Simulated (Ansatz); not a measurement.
A computed series for InSb: response to strain

Consider InSb in the zinc blende structure (space group F-43m, No. 216).

```xyz
2
Lattice="0.0000 3.2781 3.2781 3.2781 0.0000 3.2781 3.2781 3.2781 0.0000" Properties=species:S:1:pos:R:3 pbc="T T T"
In     0.0000     0.0000     0.0000
Sb     1.6390     1.6390     1.6390
```

Strains are applied to the cell and any free atomic positions relax.

Calculations: Kohn–Sham DFT with the r2SCAN functional, run in Ansatz (a program for electronic structure) with PAW and 500 eV plane waves, scalar-relativistic without spin-orbit coupling.

For the base:

```
Quantity  Value
--------  -----
Band gap   zero
```

Question: The aim is a band gap between 0.35 eV and 0.43 eV. Which of these changes reaches it?
(A) isotropic strain −1.00 %
(B) isotropic strain −2.00 %
(C) isotropic strain −3.00 %
(D) isotropic strain −1.50 %
(E) isotropic strain −0.50 %

Answer: B, isotropic strain −2.00 %. It gives 0.39 eV; isotropic strain −3.00 % gives 0.59 eV; isotropic strain −1.00 % gives 0.21 eV; isotropic strain −1.50 % gives 0.30 eV; isotropic strain −0.50 % gives 0.11 eV. Changes not listed may reach it too

Spin-orbit coupling, missing from the scalar runs, can matter with Sb. No phonon test of stability was made. All final runs are without spin polarisation. Gaps under 0.05 eV, about the width of the smearing, are given as zero. The zero or small gap of InSb can change with the level of theory.
